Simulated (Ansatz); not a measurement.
# PBE against PBEsol: InSb, In vacancy

The parent structure is an 8-atom supercell of InSb in the zinc blende structure (space group F-43m, No. 216; a = 6.635 Å) at its relaxed geometry.

(Cell as relaxed with PBE.)

Levels (all Ansatz, a program for electronic structure, PAW, earlier PAW set): PBE (420 eV, no spin-orbit coupling); PBEsol (420 eV, scalar-relativistic without spin-orbit coupling).

Each level relaxes its own structure.

Modification: one In atom is removed, atoms relaxed at fixed cell, starting from a slightly rattled geometry.

| quantity | PBE | PBEsol |
|---|---|---|
| pressure | -1.6 GPa | -2.3 GPa |
| largest displacement of a host atom from its site in the perfect cell | 0.89 Å | 0.86 Å |

PBE's pressure lies 0.7 GPa above PBEsol's. Neither level is exact; PBEsol is the comparison here, not a measurement.

In so small a cell the defect repeats every few ångströms: this is an ordered compound, not a dilute defect. The final runs are not spin-polarised.
